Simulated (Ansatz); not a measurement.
This Ansatz (a program for electronic structure) input is the reference run, InSb in the zinc blende structure (space group F-43m, No. 216), computed with r2SCAN (Ansatz; PAW; 500 eV plane waves; spin-orbit coupling left out):

Ansatz 0.2 input:
```yaml
crystal:
  lattice:
    - [0, 3.2780739768, 3.2780739768]
    - [3.2780739768, 0, 3.2780739768]
    - [3.2780739768, 3.2780739768, 0]
  atoms:
    - { symbol: In, position: [0, 0, 0] }
    - { symbol: Sb, position: [0.25, 0.25, 0.25] }
basis: { ecutwfc: 500, ecutrho_ratio: 4, xc_grid: 4, fft_grid_basis: typed }
kpoints: { mp_grid: { grid: [12, 12, 12] } }
hamiltonian:
  xc: r2scan
  dispersion: none
  pseudopotentials: { kind: paw }
scf: { occupations: { method: fermi_dirac, width: 0.05 }, convergence: { dr2_threshold: 0.0000000002 } }
output: { forces: true, stress: true }
checkpoint: { write: state.ck, write_every: 1000 }
```

Problem. Write the input for this change: tensile biaxial strain of 2.00 % in the plane normal to [001], as in epitaxy on a mismatched substrate; the out-of-plane cell vector and the atoms relax.

Solution. 
Ansatz 0.2 input:
```yaml
crystal:
  lattice:
    - [4.72861461, 0, 0]
    - [0, 4.72861461, 0]
    - [2.364307305, -2.364307305, 3.245293237]
  atoms:
    - { symbol: In, position: [0, 0, 0] }
    - { symbol: Sb, position: [0.75, 0.75, 0.5] }
basis: { ecutwfc: 500, ecutrho_ratio: 4, xc_grid: 4, fft_grid_basis: typed }
kpoints: { mp_grid: { grid: [12, 12, 12] } }
hamiltonian:
  xc: r2scan
  dispersion: none
  pseudopotentials: { kind: paw }
scf: { occupations: { method: fermi_dirac, width: 0.05 } }
relax: { f_tol: 0.005, max_steps: 50, cell: { stress_tol: 0.01, fix: [a, b, gamma] } }
output: { forces: true, stress: true }
checkpoint: { write: state.ck, write_every: 1000 }
```
This is the input that was run; other choices of cell and start would serve too.

Stability against distortions was not tested. All final runs are without spin polarisation.
